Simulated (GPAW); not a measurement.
GPAW run on NaLiICl (P1, 4 atoms in the cell): self-consistent single point.

Method of the run: LDA (Perdew-Wang 92), GPAW PAW datasets LDA (gpaw-data 1.0.1) (plane waves; GPAW).

The change in words: lattice scaled by 0.98. Reference geometry:
```yaml
crystal:
  lattice:
    - [4.09164, 0.00000, 0.00000]
    - [0.00000, 4.09164, 0.00000]
    - [0.00000, 0.00000, 6.21534]
  atoms:
    - { symbol: Na, position: [0.49334, 0.48004, 0.51119] }
    - { symbol: Li, position: [0.00176, 0.01843, 0.99629] }
    - { symbol: I, position: [0.49678, 0.47942, 0.99479] }
    - { symbol: Cl, position: [0.00812, 0.02211, 0.49772] }
```

Reference input (self-consistent single point, DFT LDA (Perdew-Wang 92), plane waves, GPAW PAW datasets LDA (gpaw-data 1.0.1)): mode = pw; ecut = 800 eV; xc = LDA; kpts = 4 4 3; mesh shift (steps) = 0 0 0; occupations.name = fermi-dirac; occupations.width = 0.01 eV; nbands = -4; convergence.density = 1e-05 e/electron; convergence.bands = -2; symmetry.symmorphic = false; symmetry.tolerance = 0.0005. This run's input differs from it in these lines:

```diff
@@ -5,9 +5,9 @@
 atoms = Atoms(['Na', 'Li', 'I', 'Cl'],
-              cell=[[4.091640, 0.000000, 0.000000],
-                    [0.000000, 4.091640, 0.000000],
-                    [0.000000, 0.000000, 6.215340]],
-              positions=[[2.018574, 1.964171, 3.177245],
-                         [0.007205, 0.075397, -0.023065],
-                         [2.032653, 1.961598, -0.032351],
-                         [0.033208, 0.090474, 3.093511]],
+              cell=[[4.009807, 0.000000, 0.000000],
+                    [0.000000, 4.009807, 0.000000],
+                    [0.000000, 0.000000, 6.091033]],
+              positions=[[1.978202, 1.924888, 3.113700],
+                         [0.007061, 0.073889, -0.022604],
+                         [1.992000, 1.922366, -0.031704],
+                         [0.032544, 0.088665, 3.031641]],
               pbc=True)
```

Log, with long lists cut:

```
     iter     time        total  log10-change:
                         energy   eigst   dens
iter:   1 --:--:--   -13.763796   +0.00
iter:   2 --:--:--   -13.743601   -0.94  -1.34
iter:   3 --:--:--   -13.653338   -1.67  -1.37
iter:   4 --:--:--   -13.645201   -2.27  -1.56
iter:   5 --:--:--   -13.643965c  -2.81  -1.70
iter:   6 --:--:--   -13.642416c  -3.05  -2.41
iter:   7 --:--:--   -13.642429c  -3.83  -2.57
iter:   8 --:--:--   -13.641529c  -3.89  -2.55
iter:   9 --:--:--   -13.641545c  -4.27  -3.19
   [... 6 lines left out ...]
iter:  16 --:--:--   -13.641526c  -6.37  -4.19
iter:  17 --:--:--   -13.641525c  -6.67  -4.30
iter:  18 --:--:--   -13.641525c  -7.09  -4.57
iter:  19 --:--:--   -13.641525c  -7.01  -4.60
iter:  20 --:--:--   -13.641525c  -7.44c -4.74
iter:  21 --:--:--   -13.641525c  -7.93c -4.74
iter:  22 --:--:--   -13.641525c  -8.17c -4.74
iter:  23 --:--:--   -13.641525c  -8.30c -4.75
iter:  24 --:--:--   -13.641525c  -8.30c -4.97
iter:  25 --:--:--   -13.641525c  -8.98c -5.02c
Converged after 25 iterations.

Dipole moment: (-1.540865, -4.316619, 1.934018) |e|*Ang

Energy contributions relative to reference atoms: (reference = -210500.932202)

Kinetic:        +18.137221
Potential:      -18.129901
External:        +0.000000
XC:             -13.666588
Entropy (-ST):   -0.000000
Local:           +0.017743
SIC:             +0.000000
--------------------------
Free energy:    -13.641525
Extrapolated:   -13.641525

Showing only first 2 kpts
 Kpt  Band  Eigenvalues  Occupancy
  0     9      0.67111    2.00000
  0    10      0.69087    2.00000
  0    11      5.03690    0.00000
  0    12      6.36959    0.00000

  1     9      0.52439    2.00000
  1    10      0.55800    2.00000
  1    11      6.22404    0.00000
  1    12      6.81685    0.00000

Fermi level: 2.98096

Gap: 4.022 eV
Transition (v -> c):
   [... lines left out ...]
Direct gap: 4.346 eV
   [... lines left out ...]
Energy (eV): -13.641525

Forces in eV/Ang:
  0 Na    0.07062    0.17223   -0.23865
  1 Li   -0.02577   -0.19047    0.00707
  2 I     0.04594    0.24656    0.21616
  3 Cl   -0.09082   -0.22776    0.01530

Stress tensor:
     0.002706    -0.001463    -0.000110
    -0.001463     0.003680    -0.000215
    -0.000110    -0.000215     0.006810
Stress (GPa, Voigt): [ 0.4335  0.5897  1.0911 -0.0345 -0.0177 -0.2344]
```

The run converged in 25 iterations. GPAW prints stress with tension positive. Against the reference run the free energy falls by 12.7 meV/atom, the pressure goes from -1.91 to -0.70 GPa, the largest force goes from 0.246 to 0.331 eV/Å and the gap on the mesh goes from 3.867 to 4.022 eV.

The starting cell comes from a database of computed structures (which also holds hypothetical and non-ambient phases and stackings), without a prior relaxation at this level. Its atoms were displaced at random from the sites of space group no. 123. For this run, on top of that: lattice scaled by 0.98. Spin-orbit coupling is off.

Cost on one core of a shared machine: roughly 30 s.
